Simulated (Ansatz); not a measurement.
The parent structure is BN in the zinc blende structure (space group F-43m, No. 216; a = 3.624 Å). Axes: x, y, z lie along the cube axes.

All numbers come from PBE (Ansatz, a quantum-chemistry and plane-wave program, PAW, spin-orbit coupling left out), earlier PAW set.

For the base:

Valley order: X along ⟨100⟩ 4.46 eV

Now apply this change: uniaxial stress, 2 GPa tension along z, with the cell and atoms free to relax against it.

**Question.** Estimate the effect on the valley order and strain response.

**Answer.** The valley order (the lowest conduction-band minima on the path, energy above the VBM, named in the base's zone) goes from X along ⟨100⟩ 4.46 eV to X along [010] 4.43 eV; X along [001] 4.48 eV; the strain response (xx, yy, zz) comes out as (−0.05, −0.05, +0.28) %.

The levels and masses belong to the bands next to the band gap. Beyond what the load breaks, stability against distortions was not tested.
